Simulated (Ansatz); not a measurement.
The reference is InPd in the CsCl type structure (space group Pm-3m, No. 221; relaxed with 0.1 eV smearing).

```yaml
crystal:
  lattice:
    - [3.24799, 0.00000, 0.00000]
    - [0.00000, 3.24799, 0.00000]
    - [0.00000, 0.00000, 3.24799]
  atoms:
    - { symbol: In, position: [0.50000, 0.50000, 0.50000] }
    - { symbol: Pd, position: [0.00000, 0.00000, 0.00000] }
```

Cartesian axes are those of the cell as printed.

All numbers come from PBEsol/PAW in Ansatz (a program for electronic structure), no spin-orbit coupling.

It is then changed as follows: biaxial strain +1.25 %, plane normal [111], relaxed out of plane (Cartesian); in-plane vectors clamped, the third vector and the atoms free.

Problem. What happens to the energy relative to the base?

Solution. The energy grows by 3.6 meV/atom.

Problem. Estimate the effect on the ratio −ε⊥/ε∥.

Solution. The ratio −ε⊥/ε∥ is 0.84.

Problem. What happens to the in-plane stress?

Solution. The mean in-plane stress (compression positive) amounts to -2.6 GPa.

Whether these cells are dynamically stable was not tested. The final runs are not spin-polarised.
